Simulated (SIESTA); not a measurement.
# A series of runs on Cs2N6IrC6Li (P1, 16 atoms in the cell)

```
CELL_PARAMETERS angstrom
      0.00000     5.36000     5.36000
      5.36000     0.00000     5.36000
      5.36000     5.36000     0.00000
ATOMIC_POSITIONS crystal
  Cs 0.25283 0.25412 0.24822
  Cs 0.75484 0.74693 0.74860
  N  0.28647 0.29411 0.70828
  N  0.71366 0.70564 0.28665
  N  0.70840 0.28874 0.29624
  N  0.29054 0.70844 0.70630
  N  0.29506 0.70584 0.29096
  N  0.70802 0.29831 0.70557
  Ir 0.99732 0.00268 0.99948
  C  0.18972 0.18274 0.81340
  C  0.81116 0.80926 0.19088
  C  0.81149 0.18694 0.19064
  C  0.18541 0.81236 0.81251
  C  0.18552 0.81891 0.18306
  C  0.81042 0.18584 0.81616
  Li 0.49914 0.49916 0.50307
```

Base run A: SIESTA 5.4.2 with GGA PBEsol, numerical atomic orbitals DZP, PseudoDojo PBEsol standard norm-conserving potentials (rewritten from UPF to PSML), self-consistent single point.

Its settings: XC.functional = GGA; XC.authors = PBEsol; potentials = PseudoDojo PBEsol standard; PAO.BasisSize = DZP; PAO.EnergyShift = 0.01 Ry; MeshCutoff = 300 Ry; kgrid.MonkhorstPack = 3 3 3; OccupationFunction = MP; OccupationMPOrder = 0; ElectronicTemperature = 0.2 eV; PAO.Polarization.NonPerturbative = true; MaxSCFIterations = 150; SCF.Mixer.Method = Pulay; SCF.Mixer.Weight = 0.1; SCF.Mixer.History = 8; SCF.DM.Tolerance = 1.0E-05.

The starting cell comes from a database of published, mostly measured structures (it also holds non-ambient and calculated ones), without a prior relaxation at this level. Its atoms were displaced at random from the sites of space group no. 225. Spin-orbit coupling is off. Values carry the incompleteness of an atom-centred basis. The basis of the alkali or alkaline-earth atoms may lack their empty d shell, which can raise the gap. In the base run, with a pressure of about 10 GPa the cell is away from its equilibrium volume at this level. In the base run, forces exceed 1 eV/Å.

ΔF is the free energy per atom less that of run A. 

```tsv
run	PAO.SplitNorm	ΔF (meV/atom)	pressure (GPa)	largest force (eV/Å)	gap on the mesh (eV)
A	default	0.00	10.46	18.470	5.562
B	0.1	50.9	11.22	19.838	5.615
C	0.15	0.00	10.46	18.470	5.562
D	0.2	-25.7	9.64	17.484	5.535
E	0.3	-48.8	8.37	16.176	5.518
```

Run B against A: The free energy goes up by 50.9 meV/atom, the pressure goes from 10.46 to 11.22 GPa, the largest force goes from 18.470 to 19.84 eV/Å and the gap on the mesh goes from 5.562 to 5.615 eV.

Run D against A: The free energy falls by 25.7 meV/atom, the pressure goes from 10.46 to 9.64 GPa, the largest force goes from 18.470 to 17.48 eV/Å and the gap on the mesh goes from 5.562 to 5.535 eV.

Run E against A: The free energy drops by 48.8 meV/atom, the pressure goes from 10.46 to 8.37 GPa, the largest force goes from 18.470 to 16.18 eV/Å and the gap on the mesh goes from 5.562 to 5.518 eV.

Left out of this page: 1 run of the series unsound by tests on forces, stress, charge or solver warnings.
